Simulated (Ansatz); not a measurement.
By PBEsol, the system below comes out a metal.

Without scattering a metal conducts by its projected Fermi surface.

Here is the system:

```
CELL_PARAMETERS angstrom
      3.19860     0.00000     0.00000
     -1.59930     4.15799     0.00000
      1.59930     0.00000     4.15799
ATOMIC_POSITIONS crystal
  Sn 0.75000 0.50000 0.50000
  Sn 0.00000 0.00000 0.00000
```

Space group of this cell: I4_1/amd. The cell is taken as given; by PBEsol its mean pressure is -1.5 GPa.

The current flows along the normal of the first two printed cell vectors, the (110) plane of the conventional cell. No spin-orbit coupling; the value is a mean over 0.1 eV about the Fermi level.

### Question
State the ballistic conductance per area according to PBEsol (Ansatz, a first-principles code).

### Answer
0.96 × 10¹⁵ S/m² for both spins.
